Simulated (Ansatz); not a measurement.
Fluorite CoSi2, treated with PBE0-D3(BJ) (Ansatz, a quantum-chemistry and plane-wave program, plane waves, PAW).

Input file:

Ansatz 0.2 input:
```yaml
crystal:
  lattice:
    - [0.0, 2.660565979, 2.660565979]
    - [2.660565979, 0.0, 2.660565979]
    - [2.660565979, 2.660565979, 0.0]
  atoms:
    - { symbol: Co, position: [0.0, 0.0, 0.0] }
    - { symbol: Si, position: [0.25, 0.25, 0.25] }
    - { symbol: Si, position: [0.75, 0.75, 0.75] }
basis:
  ecutwfc: 460
  ecutrho_ratio: 4
  xc_grid: 2
kpoints:
  mp_grid: { grid: [10, 10, 10] }
hamiltonian:
  xc: pbe0
  dispersion: d3bj
  pseudopotentials: { kind: paw }
scf:
  occupations: { method: fermi_dirac, width: 0.05 }
  convergence: { dr2_threshold: 0.0000000003 }
output:
  forces: true
  stress: true
  eigenvalues: true
```

How many irreducible k-points, plane waves at Γ does the program set up, and what pressure does the run end with?

47 irreducible k-points, 869 plane waves at Γ; P = -9.34 GPa, so the cell is stretched on average and its volume would shrink at this level.

Output (set-up and result lines):

```
WARN output.stress: scf.exx.energy_threshold = 1e-6 eV is looser than the 3e-8 eV advised for a stress under a hybrid functional (1e-8 eV for each atom of the …
Crystal: 3 atoms, lattice volume = 37.666 Å³
Basis set: ecut = 460 eV, 869 PW (Γ), exchange–correlation on 54×54×54 points (8 copies of the dense FFT grid, shifted against one another)
Bands: 17, of which v1, the nominal top of the filled ones, is band 13 counted from 1 (12 counted from 0)
Symmetry: 48 space group operations
Space group: Fm-3m (ITA 225), of the structure as read, at distance tolerance 3.4e-5 Å
k-points: 47 of 1000
Functional: x = pbe(κ = 0.804, μ = 0.2195149727645171), c = pbe(β = 0.06672455060314922), warm-up for x = 0.75 pbe(κ = 0.804, μ = 0.2195149727645171) + 0.25 exact, c = pbe(β = 0.06672455060314922)
SCF iter   1: F=—  HF=-6400.620023 eV  |F-HF|=—  |Δ(HF+E_count)|=         —  Δρ=8.64e-3  dr2=2.44e-2
SCF iter   2: F=—  HF=-6400.618629 eV  |F-HF|=—  |Δ(HF+E_count)|=   1.39e-3  Δρ=3.64e-3  dr2=5.87e-3
  ...
SCF 1 converged in 10 iterations: F = -6400.618542 eV  dr2 = 2.20e-10
Crystal: 3 atoms, lattice volume = 37.666 Å³
Initial density: handed on by an earlier stage of this run
Functional: x = 0.75 pbe(κ = 0.804, μ = 0.2195149727645171) + 0.25 exact, c = pbe(β = 0.06672455060314922)
SCF 2 converged in 11 iterations: F = -6399.532840 eV  dr2 = 1.76e-11
Crystal: 3 atoms, lattice volume = 37.666 Å³
SCF 3 converged in 9 iterations: F = -6399.553277 eV  dr2 = 1.29e-10
Crystal: 3 atoms, lattice volume = 37.666 Å³
Crystal: 3 atoms, lattice volume = 37.666 Å³
SCF 5 converged in 11 iterations: F = -6399.557032 eV  dr2 = 1.15e-10
Crystal: 3 atoms, lattice volume = 37.666 Å³
SCF iter   1: F=—  HF=-6399.557032 eV  |F-HF|=—  |Δ(HF+E_count)|=         —  Δρ=1.51e-6  dr2=6.03e-10
SCF iter   2: F=-6399.557032 eV  HF=-6399.557032 eV  |F-HF|=1.63e-10  |Δ(HF+E_count)|=   1.99e-9  Δρ=1.33e-6  dr2=2.60e-10
SCF 6 converged in 2 iterations: F = -6399.557032 eV  dr2 = 2.60e-10
Free energy (F): -6399.557032 eV
Internal energy: -6399.555563 eV  (E = F + TS)
E sigma→0 (E₀):  -6399.556298 eV
Fermi energy:    12.895892 eV
--- Forces (eV/Å), atoms counted from 1 ---
  atom   1  Co     0.00000000    -0.00000000    -0.00000000
  atom   2  Si     0.00000000     0.00000000     0.00000000
  atom   3  Si     0.00000000     0.00000000    -0.00000000
--- Stress (GPa, compression-positive) ---
       -9.341868      -0.000000       0.000000
        0.000000      -9.341868      -0.000000
        0.000000       0.000000      -9.341868
  P = ⅓ Tr σ = -9.3419 GPa (-93.419 kbar)
```

The cell is one volume of an energy–volume scan, off the minimum.

The PAW data were made under PBE.

Note: the run has no spin polarisation, so it can have missed a magnetic state. Note: the run warned that the count of filled bands differs between k points.
